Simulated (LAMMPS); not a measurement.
System: a melt of TiO2 (rutile), 270 atoms, cooled from 3150 K to 300 K at 1e+13 K/s, at zero pressure.

All values are model results, not measurements: classical MD, Buckingham potential of Matsui and Akaogi, Mol. Simul. 6, 239 (1991), as tabulated by Reinhardt, J. Chem. Phys. 151, 064505 (2019), used with rigid ions (no shells), PPPM sums, short-range terms cut at 10 Å, modified for these runs by an r^-4 repulsive force inside the short-range force's maximum (LAMMPS).

| r (Å) | g(r), O-Ti |
|---|---|
| 1.740 | 0.000 |
| 1.780 | 0.202 |
| 1.820 | 1.39 |
| 1.860 | 4.96 |
| 1.900 | 8.38 |
| 1.940 | 9.90 |
| 1.980 | 7.83 |
| 2.020 | 5.84 |
| 2.060 | 3.30 |
| 2.100 | 2.33 |
| 2.140 | 1.30 |
| 2.180 | 0.837 |
| 2.220 | 0.539 |
| 2.260 | 0.440 |
| 2.300 | 0.257 |
| 2.340 | 0.241 |
| 2.380 | 0.175 |
| 2.420 | 0.183 |
| 2.460 | 0.150 |
| 2.500 | 0.099 |
| 2.540 | 0.128 |
| 2.580 | 0.142 |
| 2.620 | 0.138 |
| 2.660 | 0.157 |
| 2.700 | 0.175 |
| 2.740 | 0.198 |
| 2.780 | 0.235 |
| 2.820 | 0.244 |
| 2.860 | 0.282 |
| 2.900 | 0.331 |
| 2.940 | 0.300 |
| 2.980 | 0.329 |
| 3.020 | 0.312 |
| 3.060 | 0.392 |
| 3.100 | 0.379 |
| 3.140 | 0.445 |
| 3.180 | 0.414 |
| 3.220 | 0.433 |
| 3.260 | 0.492 |
| 3.300 | 0.569 |
| 3.340 | 0.657 |
| 3.380 | 0.653 |
| 3.420 | 0.853 |
| 3.460 | 0.902 |
| 3.500 | 0.900 |
| 3.540 | 1.05 |
| 3.580 | 1.14 |
| 3.620 | 1.15 |
| 3.660 | 1.20 |
| 3.700 | 1.19 |
| 3.740 | 1.22 |
| 3.780 | 1.36 |
| 3.820 | 1.22 |
| 3.860 | 1.32 |
| 3.900 | 1.24 |
| 3.940 | 1.22 |
| 3.980 | 1.18 |
| 4.020 | 1.22 |
| 4.060 | 1.20 |
| 4.100 | 1.23 |
| 4.140 | 1.28 |
| 4.180 | 1.44 |
| 4.220 | 1.60 |
| 4.260 | 1.54 |
| 4.300 | 1.51 |
| 4.340 | 1.55 |
| 4.380 | 1.53 |
| 4.420 | 1.39 |
| 4.460 | 1.38 |
| 4.500 | 1.39 |
| 4.540 | 1.25 |
| 4.580 | 1.26 |
| 4.620 | 1.15 |
| 4.660 | 1.09 |
| 4.700 | 0.996 |
| 4.740 | 0.982 |
| 4.780 | 0.904 |
| 4.820 | 0.880 |
| 4.860 | 0.820 |
| 4.900 | 0.853 |
| 4.940 | 0.812 |
| 4.980 | 0.847 |
| 5.020 | 0.829 |
| 5.060 | 0.829 |
| 5.100 | 0.859 |
| 5.140 | 0.894 |
| 5.180 | 0.825 |
| 5.220 | 0.870 |
| 5.260 | 0.877 |
| 5.300 | 0.871 |
| 5.340 | 0.866 |
| 5.380 | 0.856 |
| 5.420 | 0.868 |
| 5.460 | 0.806 |
| 5.500 | 0.864 |
| 5.540 | 0.871 |
| 5.580 | 0.752 |
| 5.620 | 0.771 |
| 5.660 | 0.754 |
| 5.700 | 0.787 |
| 5.740 | 0.702 |

The data show:
- state found: glass
- first peak of g(r), O-Ti: 1.94 Å, height 9.9
- coordination number of O by Ti: 3.04 (counted to 2.58 Å)
- coordination number of Ti by O: 6.08 (counted to 2.58 Å)
